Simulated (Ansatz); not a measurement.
The starting structures come from a database of crystals and need not be the phases stable at ambient conditions.

The decay constant κ of evanescent states in the gap governs leakage through a thin film.

Here is the system:

```
CELL_PARAMETERS angstrom
      7.34975     0.00000     0.00000
      0.00000     8.92771     0.00000
      1.37895     4.46385     3.05268
ATOMIC_POSITIONS crystal
  Ca 0.75000 0.66741 0.00000
  Ca 0.25000 0.33259 0.00000
  Ta 0.50000 0.00000 0.00000
  Ta 0.00000 0.00000 0.00000
  Al 0.75000 0.31656 0.00000
  Al 0.25000 0.68344 0.00000
  O  0.75000 0.92579 0.00000
  O  0.25000 0.07421 0.00000
  O  0.11232 0.89961 0.79300
  O  0.88768 0.10039 0.20700
  O  0.38768 0.69261 0.20700
  O  0.61232 0.30739 0.79300
  O  0.91307 0.63291 0.61808
  O  0.08693 0.36709 0.38192
  O  0.58693 0.25099 0.38192
  O  0.41307 0.74901 0.61808
```

Space group of this cell: C2/c. The cell is taken as given; by PBEsol its mean pressure is 0.8 GPa.

Transport runs along the normal of the first two printed cell vectors.

The gap is the functional's own, uncorrected, and κ follows it; spin-orbit coupling is left out. Mid-gap values are interpolated between the computed energies.

Problem. Predict the band gap and the smallest decay constant κ at mid-gap from PBEsol in Ansatz (a program for electronic structure).

Solution. Gap 3.98 eV on a 6×10×10 mesh; κ = 0.359 1/Å, at the zone centre.
